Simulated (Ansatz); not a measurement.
ZrSe2: response to strain

The parent structure is ZrSe₂ in the CdI2 type structure (space group P-3m1, No. 164; a = 3.6600 Å, c = 5.8409 Å; layered, stacked along the Cartesian z axis; relaxed with 0.1 eV smearing). Axes: x lies along a and z along c of the hexagonal cell.

Strains are applied to the cell and any free atomic positions relax; under biaxial strain the out-of-plane vector relaxes too.

All numbers come from Ansatz (an electronic-structure program) PBEsol-D3(BJ), without spin-orbit coupling, earlier PAW set.

Notes on the quantities. energy relative to the base: free energy F; pressure: mean of the normal stresses, compression positive.

```csv
change,energy relative to the base,pressure,space group
base,0 meV/atom,0.0 GPa,P-3m1 (No. 164)
"biaxial strain +2.27 %, plane normal [001], relaxed out of plane",–,?,P-3m1 (No. 164)
isotropic strain −3.65 %,+47 meV/atom,7.2 GPa,P-3m1 (No. 164)
isotropic strain +1.22 %,?,-1.6 GPa,P-3m1 (No. 164)
uniaxial strain ε_xx = −0.69 %,+0.4 meV/atom,?,C2/m (No. 12)
uniaxial strain ε_yy = −0.65 %,?,0.3 GPa,C2/m (No. 12)
```

Some entries are withheld; estimate them.


- biaxial strain +2.27 %, plane normal [001], relaxed out of plane, pressure: -1.9 GPa
- isotropic strain +1.22 %, energy relative to the base: +4.2 meV/atom
- uniaxial strain ε_xx = −0.69 %, pressure: 0.4 GPa
- uniaxial strain ε_yy = −0.65 %, energy relative to the base: +0.3 meV/atom

No phonon test of stability was made. The final runs are not spin-polarised.
